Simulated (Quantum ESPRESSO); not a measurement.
Worked example: self-consistent single point of MgZnCu (Imma, 6 atoms in the cell) in Quantum ESPRESSO.

Method: LDA (PZ), GBRV 1.5 ultrasoft (LDA) pseudopotentials (plane waves; Quantum ESPRESSO).

```xyz
6
Lattice="-2.4975 2.5280 3.5294 2.4975 -2.5280 3.5294 2.4975 2.5280 -3.5294" Properties=species:S:1:pos:R:3 pbc="T T T"
Mg     2.4975    -1.2640     2.6340
Mg     0.0000     3.7921     0.8954
Zn     1.2488     1.2640     1.7647
Zn    -1.2488     1.2640     1.7647
Cu     0.0000     0.0000     3.5294
Cu     2.4975     0.0000     0.0000
```

Reference input (self-consistent single point, DFT, LDA (PZ), plane waves, GBRV 1.5 ultrasoft (LDA) pseudopotentials): ecutwfc = 50 Ry; ecutrho = 400 Ry; occupations = smearing; smearing = methfessel-paxton; degauss = 0.0147 Ry; potentials = {Mg: mg_lda_v1.4.uspp.F.UPF, Zn: zn_lda_v1.uspp.F.UPF, Cu: cu_lda_v1.2.uspp.F.UPF}; K_POINTS = automatic 5 5 5 0 0 0; conv_thr = 1e-10 Ry. This run's input differs from it in these lines:

```diff
@@ -12,4 +12,4 @@
     ntyp = 3
-    ecutwfc = 50
-    ecutrho = 400
+    ecutwfc = 45
+    ecutrho = 360
     occupations = 'smearing'
```

Log, with long lists cut:

```
     Self-consistent Calculation

     iteration #  1     ecut=    45.00 Ry     beta= 0.70

     total energy              =   -1948.83685376 Ry
     estimated scf accuracy    <      39.75097918 Ry

     iteration #  2     ecut=    45.00 Ry     beta= 0.70

     total energy              =   -1948.03240249 Ry
     estimated scf accuracy    <     218.76969694 Ry

     iteration #  3     ecut=    45.00 Ry     beta= 0.70

     total energy              =   -1979.70215100 Ry
     estimated scf accuracy    <      41.88435465 Ry

   [... 12 blocks of this kind left out ...]

     iteration # 16     ecut=    45.00 Ry     beta= 0.70

     total energy              =   -1979.79652324 Ry
     estimated scf accuracy    <          2.3E-09 Ry

     iteration # 17     ecut=    45.00 Ry     beta= 0.70
     End of self-consistent calculation

   [... 5 lines left out ...]

   [... 5 lines left out ...]

     the Fermi energy is    11.8216 ev

!    total energy              =   -1979.79652324 Ry
     estimated scf accuracy    <          2.0E-11 Ry
     smearing contrib. (-TS)   =      -0.00016504 Ry
     internal energy E=F+TS    =   -1979.79635820 Ry

     convergence has been achieved in  17 iterations

     Forces acting on atoms (cartesian axes, Ry/au):

     atom    1 type  1   force =     0.00000000    0.00000000   -0.00124415
     atom    2 type  1   force =     0.00000000   -0.00000000    0.00124415
     atom    3 type  2   force =    -0.00000000   -0.00000000    0.00000000
     atom    4 type  2   force =     0.00000000    0.00000000    0.00000000
     atom    5 type  3   force =    -0.00000000    0.00000000    0.00000000
   [... lines left out ...]

     Total force =     0.001759     Total SCF correction =     0.000001

          total   stress  (Ry/bohr**3)                   (kbar)     P=      -54.37
  -0.00030711   0.00000000   0.00000000          -45.18        0.00        0.00
   0.00000000  -0.00040291   0.00000000            0.00      -59.27        0.00
   0.00000000   0.00000000  -0.00039877            0.00        0.00      -58.66

   JOB DONE.
```

The run converged in 17 iterations. Against the reference run the free energy goes up by 10.2 meV/atom, the pressure hardly changes (-5.53 to -5.44 GPa) and the largest force stays at 0.032 eV/Å.

The starting cell comes from a database of computed structures (which also holds hypothetical and non-ambient phases and stackings), without a prior relaxation at this level. Spin polarisation is off.

Cost on one core of a shared machine: roughly 2 min.
